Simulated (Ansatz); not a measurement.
Reference: AlN (P6_3mc), r2SCAN, rigid bands (plane waves, PAW, scalar-relativistic; Ansatz, an electronic-structure program); geometry: cell and atoms relaxed with PBEsol.

Space group P6₃mc (No. 186); a = 3.1138 Å, b = 3.1138 Å, c = 4.9837 Å, α = 90.00°, β = 90.00°, γ = 120.00°

| atom | site | symmetry | x | y | z |
|---|---|---|---|---|---|
| Al | 2b | 3m. | 0.6667 | 0.3333 | 0.4990 |
| N | 2b | 3m. | 0.3333 | 0.6667 | 0.3810 |

* **band gap**: 4.82 eV
* **electron conductivity mass**: 0.31 mₑ
* **hole conductivity mass**: 1.00 mₑ
* **Seebeck coefficient, n-type 1e19 cm⁻³**: -159 μV/K

Problem. Replace Al by Ga on the same sites and relax. What happens?

Solution. GaN (P6_3mc): volume per atom 10.5 to 11.4 Å³; band gap falls (4.82 eV to 2.35 eV); electron conductivity mass falls (0.31 mₑ to 0.193 mₑ); hole conductivity mass rises (1.00 mₑ to 1.51 mₑ); Seebeck coefficient, n-type 1e19 cm⁻³ falls in size (-159 μV/K to -111 μV/K).

Moves up to 5 % count as about the same. Masses are for dilute carriers at 300 K, harmonic means over directions unless an axis is named. Seebeck coefficients are for the stated density at 300 K, with one relaxation time for all states and whether or not that doping can be reached. Spin-orbit coupling is left out.
